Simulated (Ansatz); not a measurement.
# ScPt3N (model structure, started from the Ni3MgC type, Pm-3m, No. 221, 5 atoms in the cell)

These are PBEsol in Ansatz (plane waves, PAW) values and carry that method's errors.

Run with plane-wave cutoff 520 eV, 14×14×14 k mesh, Fermi–Dirac smearing 0.05 eV, scalar-relativistic PAW data made under PBE.

Cell (relaxed at this level):

```cif
data_NPt3Sc
_chemical_formula_sum 'Sc1 Pt3 N1'
_space_group_name_H-M_alt 'Pm-3m'
_space_group_IT_number 221
_space_group_name_Hall '-P 4 2 3'
_cell_length_a 4.18570
_cell_length_b 4.18570
_cell_length_c 4.18570
_cell_angle_alpha 90.000
_cell_angle_beta 90.000
_cell_angle_gamma 90.000
loop_
_atom_site_label
_atom_site_type_symbol
_atom_site_symmetry_multiplicity
_atom_site_Wyckoff_symbol
_atom_site_fract_x
_atom_site_fract_y
_atom_site_fract_z
_atom_site_occupancy
Sc1 Sc 1 a 0.00000 0.00000 0.00000 1
Pt1 Pt 3 c 0.00000 0.50000 0.50000 1
N1 N 1 b 0.50000 0.50000 0.50000 1
```

For ScPt3N (model structure, started from the Ni3MgC type, Pm-3m, No. 221, 5 atoms in the cell), the band gap is none and the bulk modulus is 211 GPa.

Note: the bulk modulus is −V dP/dV from two relaxed cells at ±2 % in volume; the relaxation could raise the start's symmetry but not lower it, so the cell can be a saddle point.

Spin–orbit coupling is not included; it can open a gap where bands touch, and shift volumes and moduli.

Computed values are for the static lattice.

A model structure was made by putting elements into a prototype or built by hand; it is no filed structure, need not be a known phase, and can be a saddle point held by its symmetry.

Ansatz is a first-principles code.
